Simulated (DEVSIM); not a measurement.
Structure: Cr/Al2O3/p-InP capacitor, at 350 K.

Layer 1 from the left is Al2O3, thickness (nm) 11.0. Layer 2 from the left is InP, thickness (nm) 940, Na (cm⁻³) 4.4e17.

Metal gate on the left, work function 4.5 eV. Fixed charge at the semiconductor interface -6.7e10 cm⁻² (in units of +e); no interface traps.

This is a model device: material constants are rounded textbook-type values typed into the input, and sizes, dopings and lifetimes were drawn at random. Values at 300 K; Nc and Nv go as T^1.5, mobilities as T to minus their exponent, the gap by Varshni's rule with the affinity fixed.

Al2O3: gap (eV) 6.8, affinity (eV) 1.35, permittivity 9. InP: gap (eV) 1.344, affinity (eV) 4.38, permittivity 12.5, Nc (cm⁻³) 5.7e17, Nv (cm⁻³) 1.1e19, Varshni α (eV/K) 0.000363, Varshni β (K) 162.

Simulated with DEVSIM: 1D Poisson equation in equilibrium, Boltzmann statistics, complete ionisation; no quantum confinement or tunnelling. Metal contacts follow the ideal Schottky-Mott rule: no Fermi-level pinning, no interface dipoles.

**Question.** What does the simulation give for the minimum of the low-frequency capacitance, the flat-band voltage?

**Answer.** minimum of the low-frequency capacitance 0.156 μF/cm²; flat-band voltage -1.09 V.
